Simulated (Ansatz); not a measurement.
Consider PbS (space group P6_3/mmc, No. 194; a hypothetical phase, not in the database extracts checked).

```xyz
4
Lattice="4.9511 0.0000 0.0000 -2.4755 4.2878 0.0000 0.0000 0.0000 5.9161" Properties=species:S:1:pos:R:3 pbc="T T T"
Pb     2.4755     1.4293     1.4790
Pb     0.0000     2.8585     4.4371
S      2.4755     1.4293     4.4371
S      0.0000     2.8585     1.4790
```

Levels (all Ansatz, a first-principles code, PAW): PBEsol (420 eV, scalar-relativistic without spin-orbit coupling); PBEsol+SOC (420 eV, spin-orbit coupling included).

The geometry is relaxed with PBEsol.

| Item | Value |
|---|---|
| PBEsol pressure | -0.01 GPa |
| PBEsol lowest conduction level above the VBM at special points | H 1.29 eV; L 1.49 eV; Γ 1.86 eV; A 2.17 eV |

### Question
Predict the pressure, electron mass, lowest conduction level above the VBM at special points and hole mass from PBEsol+SOC.

### Answer
The pressure shrinks by 0.22 GPa (-0.01 GPa → -0.23 GPa); the electron mass is 0.086 mₑ along c, 0.31 mₑ across (at H); the lowest conduction level above the VBM at special points changes from H 1.29 eV; L 1.49 eV; Γ 1.86 eV; A 2.17 eV to H 0.59 eV; L 1.23 eV; Γ 1.13 eV; A 1.34 eV; the hole mass comes out as 0.14 mₑ along c, 0.22 mₑ across (at H).

Single points use the geometry relaxed with PBEsol. The spin-orbit shifts are approximate. With Pb present, leaving out spin-orbit coupling can change the band edges. The levels and masses belong to the bands next to the band gap. Masses are band curvatures over ±0.01 Å⁻¹ around the edge. Whether these cells are dynamically stable was not tested. The base started in P6_3mc and relaxed to P6_3/mmc at this level.
